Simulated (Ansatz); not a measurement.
Q: Name crystals whose Seebeck coefficient, p-type 1e19 cm⁻³ lies between 550 and 850 μV/K and whose electron conductivity mass lies between 0.44 and 0.69 mₑ, by PBEsol, rigid bands (Ansatz, a quantum-chemistry and plane-wave program).

A: Many crystals can fit; among those computed here:
- NaF (Fm-3m): 623 μV/K, 0.57 mₑ
- SiO$_{2}$ (P3_221): 618 μV/K, 0.51 mₑ
- KMgF3 (Pm-3m): 609 μV/K, 0.52 mₑ
- BaMgF₄ (Cmc2_1): 672 μV/K, 0.53 mₑ
- BaF$_{2}$ (Fm-3m): 684 μV/K, 0.49 mₑ

Masses are for dilute carriers at 300 K, harmonic means over directions unless an axis is named. Seebeck coefficients are for the stated density at 300 K, with one relaxation time for all states and whether or not that doping can be reached. Spin-orbit coupling is left out.

Formula and space group known from diffraction (Crystallography Open Database), not checked to be the room-temperature form: BaMgF4 (Cmc2_1), KMgF3 (Pm-3m).
